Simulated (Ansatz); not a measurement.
Convergence study of the k-point mesh for WSe2 (P3m1, 6 atoms in the cell)

```yaml
crystal:
  lattice:
    - [1.64820, -2.85477, 0.00000]
    - [1.64820, 2.85477, 0.00000]
    - [0.00000, 0.00000, 13.02480]
  atoms:
    - { symbol: W, position: [0.33333, 0.66667, 0.25384] }
    - { symbol: W, position: [0.66667, 0.33333, 0.75000] }
    - { symbol: Se, position: [0.33333, 0.66667, 0.87900] }
    - { symbol: Se, position: [0.66667, 0.33333, 0.37900] }
    - { symbol: Se, position: [0.66667, 0.33333, 0.12100] }
    - { symbol: Se, position: [0.33333, 0.66667, 0.62100] }
```

Method of the run: PBEsol, PAW files made with PBE (plane waves; Ansatz, an electronic-structure program).

Base settings: basis.ecutwfc = 420 eV; kpoints.mp_grid.grid = 9 9 2; hamiltonian.xc = pbesol; hamiltonian.pseudopotentials = {kind: paw} (the program's default PAW files); scf.occupations.method = fermi_dirac; scf.occupations.width = 0.05 eV.

The second cell is the first with its lattice scaled by 0.98.

Only quantities that move along the ladder and can be compared are tabulated.

The count of work is k-points × plane waves × bands × iterations; it is no time. Core times come from one kind of shared machine, to one figure; runs under 30 s give none.

The starting cell has typed, rounded lattice constants, without a prior relaxation at this level. Its lattice was rescaled by up to half a per cent. One atom was moved a little off its site on purpose. In the base run, forces exceed 1 eV/Å. Ansatz's pressure includes its estimate of the finite-basis (Pulay) stress.

| kpoints.mp_grid.grid | free energy less the last step's (meV/atom) | energy of the compressed cell less the first (meV/atom) | pressure (GPa) | largest difference of a force vector from the last step's (eV/Å) | count of work / last | core time / last (rough) |
|---|---|---|---|---|---|---|
| 2 2 1 | 371.26 | 36.83 | 0.33 | 0.313 | 0.0055 | – |
| 3 3 1 | 20.87 | 17.17 | -2.11 | 0.307 | 0.0082 | – |
| 4 4 1 | -8.90 | 14.66 | -2.42 | 0.095 | 0.012 | – |
| 5 5 1 | 7.70 | 17.28 | -2.11 | 0.042 | 0.015 | – |
| 6 6 2 | 0.55 | 15.77 | -2.29 | 0.004 | 0.038 | – |
| 7 7 2 | -0.22 | 15.75 | -2.29 | 0.001 | 0.044 | – |
| 8 8 2 | 0.13 | 15.80 | -2.29 | 0.001 | 0.055 | – |
| 9 9 2 | 0.11 | 15.78 | -2.29 | 0.000 | 0.066 | – |
| 10 10 3 | -0.01 | 15.76 | -2.29 | 0.000 | 0.099 | – |
| 11 11 3 | 0.01 | 15.76 | -2.29 | 0.000 | 0.12 | – |
| 12 12 3 | 0.00 | 15.76 | -2.29 | 0.000 | 0.14 | – |
| 13 13 3 | 0.00 | 15.76 | -2.29 | 0.000 | 0.15 | – |
| 15 15 4 | 0.00 | 15.76 | -2.29 | 0.000 | 0.27 | 0.3 |
| 16 16 4 | 0.00 | 15.76 | -2.29 | 0.000 | 0.30 | 0.3 |
| 18 18 4 | 0.00 | 15.76 | -2.29 | 0.000 | 0.38 | 0.4 |
| 20 20 5 | 0.00 | 15.76 | -2.29 | 0.000 | 0.54 | 0.6 |
| 22 22 5 | 0.00 | 15.76 | -2.29 | 0.000 | 0.65 | 0.6 |
| 25 25 6 | 0.00 | 15.76 | -2.29 | 0.000 | 1.0 | 1 |

Coarsest kpoints.mp_grid.grid that holds the pressure within 0.5 GPa of the last step, with all finer ones: 3 3 1, at 0.0082 of the last step's count of work; the step before is off by 2.6 GPa.

Coarsest kpoints.mp_grid.grid that holds the forces within 0.02 eV/Å of the last step, with all finer ones: 6 6 2, at 0.038 of the last step's count of work; the step before is off by 0.042 eV/Å.

Coarsest kpoints.mp_grid.grid that holds the free energy within 1 meV/atom of the last step, with all finer ones: 6 6 2, at 0.038 of the last step's count of work; the step before is off by 7.7 meV/atom.

Keys are those of Ansatz 0.2.
